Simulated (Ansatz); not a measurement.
1T (CdI2-type) GeI2 (model structure) was calculated with LDA in Ansatz (PAW).

Rigid layers of the crystal as relaxed at this level are moved apart or together:

| run | k mesh | layer repeat (Å) | energy against free layers (meV/Å²) | gap on the mesh (eV) |
|---|---|---|---|---|
| 1 | 12×12×6 | 6.53 | -8.91 | 1.648 |
| 2 | 12×12×6 | 6.68 | -9.12 | 1.750 |
| 3 | 12×12×6 | 6.83 | -8.74 | 1.797 |
| 4 | 12×12×6 | 7.03 | -7.74 | 1.833 |
| 5 | 12×12×6 | 7.33 | -5.89 | 1.849 |
| 6 | 12×12×6 | 7.83 | -3.21 | 1.883 |
| 7 | 12×12×4 | 8.83 | -0.69 | 1.946 |
| 8 | 12×12×4 | 10.83 | -0.01 | 2.000 |

The lowest energy of these points lies at a layer repeat of 6.68 Å.

Spin–orbit coupling is not included.

A model structure was made by putting elements into a prototype or built by hand; it is no filed structure, need not be a known phase, and can be a saddle point held by its symmetry.

Ansatz is a quantum-chemistry and plane-wave program.
